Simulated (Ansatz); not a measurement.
System: LaLuO3 (model structure, started from the cubic perovskite type, Pm-3m, No. 221, 5 atoms in the cell). Method: LDA (Ansatz, a first-principles code, plane waves, PAW).

Settings: plane-wave cutoff 520 eV, 8×8×8 k mesh, Fermi–Dirac smearing 0.01 eV, scalar-relativistic PAW data made under PBE.

Cell (relaxed with PBEsol):

Space group Pm-3m (No. 221); a = 4.193 Å, b = 4.193 Å, c = 4.193 Å, α = 90.00°, β = 90.00°, γ = 90.00°

```
atom  site  symmetry       x       y       z
----  ----  --------  ------  ------  ------
La      1a      m-3m  0.0000  0.0000  0.0000
Lu      1b      m-3m  0.5000  0.5000  0.5000
O       3c    4/mm.m  0.0000  0.5000  0.5000
```

Question: Give the computed band gap.

Answer: 
- band gap: 1.46 eV

Note: the relaxation could raise the start's symmetry but not lower it, so the cell can be a saddle point; cell and atoms aren't relaxed at this level (pressure -4.4 GPa).

Spin–orbit coupling is not included.

Computed values are for the static lattice.

A model structure was made by putting elements into a prototype or built by hand; it is no filed structure, need not be a known phase, and can be a saddle point held by its symmetry.
